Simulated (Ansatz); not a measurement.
Take BeTe in the zinc blende structure (space group F-43m, No. 216) as the base.

```
BeTe
1.0
    0.00000     2.83176     2.83176
    2.83176     0.00000     2.83176
    2.83176     2.83176     0.00000
Be Te
1 1
Direct
  0.00000   0.00000   0.00000
  0.25000   0.25000   0.25000
```

Method: PBE (Ansatz, a first-principles code), no SOC.

Base values:

| Property | Result |
|---|---|
| Valley order | X along ⟨100⟩ 2.03 eV; L along ⟨111⟩ 3.04 eV |
| Pressure | 0.01 GPa |

It is then changed as follows: every lattice vector is stretched by 1.50 %, atoms relaxed at fixed cell.

### Question
What does the calculation give for the valley order and pressure after the change?

### Answer
The valley order (the lowest conduction-band minima on the path, energy above the VBM, named in the base's zone) changes from X along ⟨100⟩ 2.03 eV; L along ⟨111⟩ 3.04 eV to X along ⟨100⟩ 2.13 eV; L along ⟨111⟩ 2.92 eV; Γ 3.39 eV; the pressure falls by 2.31 GPa (0.01 GPa → -2.30 GPa).

Spin-orbit coupling, missing from the scalar runs, can matter with Te. The levels and masses belong to the bands next to the band gap. The cells carry an imposed strain or load. No phonon test of stability was made.
